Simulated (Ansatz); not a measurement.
Structures of equal composition on the (111)A surface of 3C silicon carbide (Si plane on top): 2x2 Si adatom at H3; 2x2 Si adatom at T1; 2x2 Si adatom at T4. The slabs share one bottom face, and each structure is named by its start. These are constructed structures in small cells; real faces may alloy, dewet or reconstruct in larger ones, and not all known structures of the face are among them. Slabs of about 10 Å with all that they carry, Fermi-Dirac smearing of 0.025 eV. Bottom of the slabs: H caps. Relaxed from the named starts with such symmetry as they have, on meshes of like density; energies extrapolated to zero smearing; no spin-orbit coupling, no U. Spin-polarised runs, if any, are marked in brackets, and their order is one that fits the cell; the others ran without spin. Where a second, spin-polarised start was run, the lower counts.

Host crystal: 3C silicon carbide, with a band gap (PBE, scalar-relativistic without spin-orbit coupling).

Level of theory: r2SCAN, at the PBE geometry (plane waves to 500 eV, PAW; Ansatz, a first-principles code).

Q: Put the candidates in order of energy per 1x1 cell, lowest first, for r2SCAN, at the PBE geometry.

A: 2x2 Si adatom at H3 (0.000 eV), 2x2 Si adatom at T4 (0.015 eV), 2x2 Si adatom at T1 (0.652 eV)
